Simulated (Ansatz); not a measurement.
BeSe under a change: biaxial strain +0.42 %, plane normal [111], relaxed out of plane

The parent structure is BeSe in the zinc blende structure (space group F-43m, No. 216; a = 5.082 Å). Axes: x, y, z lie along the cube axes.

One thing is altered: biaxial strain +0.42 %, plane normal [111], relaxed out of plane (Cartesian); in-plane vectors clamped, the third vector and the atoms free.

Level of theory: plane-wave PAW DFT at the LDA level (Ansatz, a program for electronic structure, 420 eV), no spin-orbit coupling. Γ-centred 11×11×11 mesh, Fermi–Dirac width 0.05 eV.

- Volume per atom = 16.51 Å³ (base 16.40 Å³)
- Space group = R3m (No. 160) (base F-43m (No. 216))
- Energy relative to the base (free energy F) = +0.4 meV/atom
- Pressure (mean of the normal stresses, compression positive) = -0.55 GPa (base -0.01 GPa)
- Band gap = 2.38 eV (base 2.40 eV)
- Gap character = indirect, Γ → F
- Electron mass = 0.84 mₑ along k, 0.26 mₑ across (at X) (base 0.83 mₑ along k, 0.26 mₑ across (at X))
- Hole mass = 0.15 mₑ out of plane, 1.0 mₑ in plane (at Γ)
- Valence-band top at Γ (three highest levels, from the VBM) = 0.00, -0.05, -0.05 eV (base 0.00, 0.00, 0.00 eV)
- Out-of-plane strain = -0.18 %
- Mean in-plane stress (compression positive) = -0.8 GPa

Final structure (turned so that z lies along the plane normal):

```yaml
crystal:
  lattice:
    - [3.60834, 0.00000, 0.00000]
    - [1.80417, 3.12492, 0.00000]
    - [1.80417, -1.04164, 2.92871]
  atoms:
    - { symbol: Be, position: [0.00048, 0.99976, 0.99929] }
    - { symbol: Se, position: [0.49952, 0.25024, 0.75071] }
```

Effective masses come from finite differences of ±0.01 Å⁻¹. Along k means along the line from Γ to the band edge. Whether these cells are dynamically stable was not tested. Labels are those of the standard path for the cell's own space group.
